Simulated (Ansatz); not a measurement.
The starting structures come from a database of crystals and need not be the phases stable at ambient conditions.

Inside the gap of an insulator the Bloch states are evanescent, with a wavenumber k + iκ along the transport direction.

Input:

```
Cs2Se
1.0
    5.54346     0.00000     0.00000
    0.00000    10.89024     0.00000
    0.00000     0.00000     8.96443
Cs Se
8 4
Direct
  0.75000   0.17175   0.02595
  0.25000   0.82825   0.97405
  0.25000   0.67175   0.47405
  0.75000   0.32825   0.52595
  0.75000   0.57355   0.14512
  0.25000   0.42645   0.85488
  0.25000   0.07355   0.35488
  0.75000   0.92645   0.64512
  0.75000   0.88773   0.24522
  0.25000   0.11227   0.75478
  0.25000   0.38773   0.25478
  0.75000   0.61227   0.74522
```

Space group of this cell: Pnma. The cell is taken as given; by PBEsol its mean pressure is -0.8 GPa.

Transport runs along the normal of the first two printed cell vectors.

No gap correction and no spin-orbit coupling; mid-gap values are interpolated between computed energies.

Question: Predict the band gap and the smallest decay constant κ at mid-gap from PBEsol run with Ansatz (a program for electronic structure).

Answer: Gap 1.78 eV on a 6×4×4 mesh; κ = 0.203 1/Å, at the zone centre.
